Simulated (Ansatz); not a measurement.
Take BAs in the zinc blende structure (space group F-43m, No. 216; a = 4.732 Å) as the base. Axes: x, y, z lie along the cube axes.

All numbers come from LDA (Ansatz, a quantum-chemistry and plane-wave program; PAW; 420 eV plane waves; no spin-orbit coupling).

Strains are applied to the cell and any free atomic positions relax.

One change was made to it. Results:

```csv
quantity,base,after
band gap,1.11 eV,1.03 eV
shortest interatomic distance,3.872 bohr,3.866 bohr
"pressure (mean of the normal stresses, compression positive)",0.00 GPa,0.74 GPa
```

Question: Which change produced these results?
A. uniaxial strain ε_zz = −0.50 %
B. uniaxial strain ε_zz = −1.50 %
C. uniaxial strain ε_zz = −2.00 %

Answer: A, uniaxial strain ε_zz = −0.50 %. For comparison, the band gap in the other runs: uniaxial strain ε_zz = −1.50 % gives 0.86 eV; uniaxial strain ε_zz = −2.00 % gives 0.78 eV.

Whether these cells are dynamically stable was not tested.
